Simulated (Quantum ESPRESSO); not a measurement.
# Short convergence ladders for MnTlF₃ (Cm, 5 atoms in the cell)

```yaml
crystal:
  lattice:
    - [2.98031, -2.98012, 0.00000]
    - [2.98031, 2.98012, 0.00000]
    - [-0.00185, 0.00000, 4.21252]
  atoms:
    - { symbol: Mn, position: [0.49777, 0.49777, 0.49996], spin: 4.0 }
    - { symbol: Tl, position: [0.99552, 0.99552, 0.99068] }
    - { symbol: F, position: [0.99808, 0.49752, 0.48642] }
    - { symbol: F, position: [0.49752, 0.99808, 0.48642] }
    - { symbol: F, position: [0.50078, 0.50078, 0.98767] }
```
(The spins are starting values, not results.)

Base method: LDA (PZ), GBRV 1.5 ultrasoft (LDA) pseudopotentials (plane waves; Quantum ESPRESSO).

Base settings: ecutwfc = 50 Ry; ecutrho = 400 Ry; occupations = smearing; smearing = fermi-dirac; degauss = 0.00147 Ry; nspin = 2; potentials = {Mn: mn_lda_v1.5.uspp.F.UPF, Tl: tl_lda_v1.2.uspp.F.UPF, F: f_lda_v1.4.uspp.F.UPF}; K_POINTS = automatic 3 3 3 0 0 0; conv_thr = 1e-10 Ry; mixing_beta = 0.5.

The count of work is k-points × plane waves × bands × iterations; it is no time. Core times come from one kind of shared machine, to one figure; runs under 30 s give none.

**The k-point mesh**

The second cell is the first with its lattice scaled by 0.98.

Only quantities that move along the ladder and can be compared are tabulated.

| K_POINTS | free energy less the last step's (meV/atom) | energy of the compressed cell less the first (meV/atom) | pressure (GPa) | largest difference of a force vector from the last step's (eV/Å) | gap on the mesh (eV) | count of work / last |
|---|---|---|---|---|---|---|
| automatic 2 2 2 0 0 0 | 13.59 | -5.38 | -3.44 | 0.038 | 0.729 | 0.021 |
| automatic 3 3 3 0 0 0 | 0.43 | -8.49 | -3.95 | 0.003 | 1.765 | 0.035 |
| automatic 5 5 5 0 0 0 | 0.02 | -8.53 | -3.96 | 0.000 | 1.130 | 0.14 |
| automatic 7 7 7 0 0 0 | 0.00 | -8.55 | -3.96 | 0.000 | 0.889 | 0.35 |
| automatic 8 8 8 0 0 0 | 0.00 | -8.55 | -3.96 | 0.000 | 0.623 | 0.53 |
| automatic 10 10 10 0 0 0 | 0.00 | -8.55 | -3.96 | 0.000 | 0.623 | 1.0 |

Coarsest K_POINTS that holds the energy of the compressed cell less the first within 0.5 meV/atom of the last step, with all finer ones: automatic 3 3 3 0 0 0, at 0.035 of the last step's count of work; the step before is off by 3.2 meV/atom.

Coarsest K_POINTS that holds the free energy within 5 meV/atom of the last step, with all finer ones: automatic 3 3 3 0 0 0, at 0.035 of the last step's count of work; the step before is off by 14 meV/atom.

Coarsest K_POINTS that holds the forces within 0.02 eV/Å of the last step, with all finer ones: automatic 3 3 3 0 0 0, at 0.035 of the last step's count of work; the step before is off by 0.038 eV/Å.

**The number of bands**

The mesh stays at the base's, so the ladder's end is converged at best in this setting alone.

Only quantities that move along the ladder and can be compared are tabulated; the gap is left out on so coarse a mesh.

The magnetic state is not the same in all runs (site moments differ, or a search went on to a lower state), so steps between rows are not convergence errors alone.

```csv
nbnd,free energy less the last step's (meV/atom),pressure (GPa),largest difference of a force vector from the last step's (eV/Å),net moment (μB/atom),core time / last (rough)
26,310.24,-10.54,0.105,0.600,1
27,0.00,-3.95,0.000,1.000,0.9
28,0.00,-3.95,0.000,1.000,0.7
29,0.00,-3.95,0.000,1.000,0.8
35,0.00,-3.95,0.000,1.000,0.7
57,0.00,-3.95,0.000,1.000,1
```

Coarsest nbnd that holds the net moment within 0.05 μB/atom of the last step, with all finer ones: 27; the step before is off by 0.40 μB/atom.

Coarsest nbnd that holds the forces within 0.005 eV/Å of the last step, with all finer ones: 27; the step before is off by 0.10 eV/Å.

Coarsest nbnd that holds the free energy within 0.5 meV/atom of the last step, with all finer ones: 27; the step before is off by 310 meV/atom.

**The width of Fermi-Dirac smearing**

The mesh stays at the base's, so the ladder's end is converged at best in this setting alone.

Only quantities that move along the ladder and can be compared are tabulated; the gap is left out on so coarse a mesh.

The magnetic state is not the same in all runs (site moments differ, or a search went on to a lower state), so steps between rows are not convergence errors alone.

| degauss | free energy less the last step's (meV/atom) | pressure (GPa) | largest difference of a force vector from the last step's (eV/Å) | net moment (μB/atom) |
|---|---|---|---|---|
| 0.073499 Ry | -586.75 | -7.30 | 0.138 | 0.000 |
| 0.036749 Ry | -60.41 | -5.68 | 0.041 | 0.878 |
| 0.0147 Ry | -0.92 | -4.03 | 0.002 | 0.996 |
| 0.0073499 Ry | 0.00 | -3.95 | 0.000 | 1.000 |

Widest degauss that holds the free energy within 2 meV/atom of the last step, with all finer ones: 0.0147 Ry; the step before is off by 60 meV/atom.

Widest degauss that holds the forces within 0.02 eV/Å of the last step, with all finer ones: 0.0147 Ry; the step before is off by 0.041 eV/Å.

Widest degauss that holds the pressure within 1 GPa of the last step, with all finer ones: 0.0147 Ry; the step before is off by 1.7 GPa.

On the base run: the starting cell comes from a database of computed structures (which also holds hypothetical and non-ambient phases and stackings), without a prior relaxation at this level. Its lattice was rescaled by up to half a per cent. One atom was moved a little off its site on purpose. Spin-orbit coupling is off. With one magnetic atom in the cell only a parallel order is possible. In the base run, with a pressure of about -4 GPa the cell is away from its equilibrium volume at this level. Another mesh or the band path of this cell gives a smaller gap, so this value is not converged in the mesh.

Left out of this page: 1 run of the series failed or unconverged.
